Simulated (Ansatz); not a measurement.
CsO₂ (I4/mmm, No. 139; cell taken from a computed entry), treated with r²SCAN+rVV10 in Ansatz (plane waves, PAW).

Settings: plane-wave cutoff 500 eV, 12×12×12 k mesh, Fermi–Dirac smearing 0.05 eV, spin-polarised start, scalar-relativistic PAW data made under PBE.

Computed at the level's own relaxed cell.

Problem. What does this level give for the volume per atom, lattice constant a and lattice parameter c?

Solution. 
- volume per atom = 22.35 Å³/atom
- lattice constant a = 4.316 Å
- lattice parameter c = 7.197 Å

Note: the magnetic order was assumed, not searched for or taken from measurement; the relaxation could not lower the start's symmetry, so the cell can be a saddle point above a distorted one.

Spin–orbit coupling is not included.

The computed numbers hold no vibrational or temperature effects.

Ansatz is a first-principles code.
